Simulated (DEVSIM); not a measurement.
Structure: TaN/SiON/p-In0.53Ga0.47As capacitor, at 300 K.

```csv
layer (left to right),material,thickness (nm),Na (cm⁻³)
1,SiON,23.0,-
2,In0.53Ga0.47As,7400,5.9e15
```

Metal gate on the left, work function 4.4 eV. Fixed charge at the semiconductor interface -8.8e10 cm⁻² (in units of +e); no interface traps.

This is a model device: material constants are rounded textbook-type values typed into the input, and sizes, dopings and lifetimes were drawn at random. Values at 300 K.

| parameter | SiON | In0.53Ga0.47As |
|---|---|---|
| gap (eV) | 7 | 0.74 |
| affinity (eV) | 1.4 | 4.51 |
| permittivity | 5.5 | 13.9 |
| Nc (cm⁻³) | - | 2.1e17 |
| Nv (cm⁻³) | - | 7.7e18 |

DEVSIM, 1D Poisson equation in equilibrium, Boltzmann statistics, complete ionisation; no quantum confinement or tunnelling. Metal contacts follow the ideal Schottky-Mott rule: no Fermi-level pinning, no interface dipoles.

Tabulate band edges, carrier densities and field at -0.25 V on the gate.

Energies count from the Fermi level of the right contact; mesh points crowd at the junctions.

```json
[
 {"x (μm)": "0.000", "Ec (eV)": "3.250", "Ev (eV)": "-3.750", "n (cm⁻³)": "< 1e2", "p (cm⁻³)": "< 1e2", "field (V/cm)": "75000"},
 {"x (μm)": "0.001649", "Ec (eV)": "3.262", "Ev (eV)": "-3.738", "n (cm⁻³)": "< 1e2", "p (cm⁻³)": "< 1e2", "field (V/cm)": "75000"},
 {"x (μm)": "0.005605", "Ec (eV)": "3.292", "Ev (eV)": "-3.708", "n (cm⁻³)": "< 1e2", "p (cm⁻³)": "< 1e2", "field (V/cm)": "75000"},
 {"x (μm)": "0.01363", "Ec (eV)": "3.352", "Ev (eV)": "-3.648", "n (cm⁻³)": "< 1e2", "p (cm⁻³)": "< 1e2", "field (V/cm)": "75000"},
 {"x (μm)": "0.02084", "Ec (eV)": "3.406", "Ev (eV)": "-3.594", "n (cm⁻³)": "< 1e2", "p (cm⁻³)": "< 1e2", "field (V/cm)": "75000"},
 {"x (μm)": "0.02277", "Ec (eV)": "3.421", "Ev (eV)": "-3.579", "n (cm⁻³)": "< 1e2", "p (cm⁻³)": "< 1e2", "field (V/cm)": "75000"},
 {"x (μm)": "0.02420", "Ec (eV)": "0.315", "Ev (eV)": "-0.425", "n (cm⁻³)": "1.1e12", "p (cm⁻³)": "5.5e11", "field (V/cm)": "18000"},
 {"x (μm)": "0.03012", "Ec (eV)": "0.325", "Ev (eV)": "-0.415", "n (cm⁻³)": "7.2e11", "p (cm⁻³)": "8.3e11", "field (V/cm)": "18000"},
 {"x (μm)": "0.04253", "Ec (eV)": "0.347", "Ev (eV)": "-0.393", "n (cm⁻³)": "3.2e11", "p (cm⁻³)": "1.9e12", "field (V/cm)": "17000"},
 {"x (μm)": "0.07527", "Ec (eV)": "0.397", "Ev (eV)": "-0.343", "n (cm⁻³)": "4.4e10", "p (cm⁻³)": "1.3e13", "field (V/cm)": "14000"},
 {"x (μm)": "0.1552", "Ec (eV)": "0.487", "Ev (eV)": "-0.253", "n (cm⁻³)": "1.4e9", "p (cm⁻³)": "4.3e14", "field (V/cm)": "8200"},
 {"x (μm)": "0.4893", "Ec (eV)": "0.554", "Ev (eV)": "-0.186", "n (cm⁻³)": "1.0e8", "p (cm⁻³)": "5.8e15", "field (V/cm)": "57"},
 {"x (μm)": "1.189", "Ec (eV)": "0.555", "Ev (eV)": "-0.185", "n (cm⁻³)": "1.0e8", "p (cm⁻³)": "5.9e15", "field (V/cm)": "≈ 0"},
 {"x (μm)": "2.937", "Ec (eV)": "0.555", "Ev (eV)": "-0.185", "n (cm⁻³)": "1.0e8", "p (cm⁻³)": "5.9e15", "field (V/cm)": "≈ 0"},
 {"x (μm)": "6.039", "Ec (eV)": "0.555", "Ev (eV)": "-0.185", "n (cm⁻³)": "1.0e8", "p (cm⁻³)": "5.9e15", "field (V/cm)": "≈ 0"},
 {"x (μm)": "6.869", "Ec (eV)": "0.555", "Ev (eV)": "-0.185", "n (cm⁻³)": "1.0e8", "p (cm⁻³)": "5.9e15", "field (V/cm)": "≈ 0"},
 {"x (μm)": "7.209", "Ec (eV)": "0.555", "Ev (eV)": "-0.185", "n (cm⁻³)": "1.0e8", "p (cm⁻³)": "5.9e15", "field (V/cm)": "≈ 0"},
 {"x (μm)": "7.338", "Ec (eV)": "0.555", "Ev (eV)": "-0.185", "n (cm⁻³)": "1.0e8", "p (cm⁻³)": "5.9e15", "field (V/cm)": "≈ 0"},
 {"x (μm)": "7.400", "Ec (eV)": "0.555", "Ev (eV)": "-0.185", "n (cm⁻³)": "1.0e8", "p (cm⁻³)": "5.9e15", "field (V/cm)": "≈ 0"},
 {"x (μm)": "7.414", "Ec (eV)": "0.555", "Ev (eV)": "-0.185", "n (cm⁻³)": "1.0e8", "p (cm⁻³)": "5.9e15", "field (V/cm)": "≈ 0"},
 {"x (μm)": "7.420", "Ec (eV)": "0.555", "Ev (eV)": "-0.185", "n (cm⁻³)": "1.0e8", "p (cm⁻³)": "5.9e15", "field (V/cm)": "≈ 0"},
 {"x (μm)": "7.423", "Ec (eV)": "0.555", "Ev (eV)": "-0.185", "n (cm⁻³)": "1.0e8", "p (cm⁻³)": "5.9e15", "field (V/cm)": "≈ 0"}
]
```
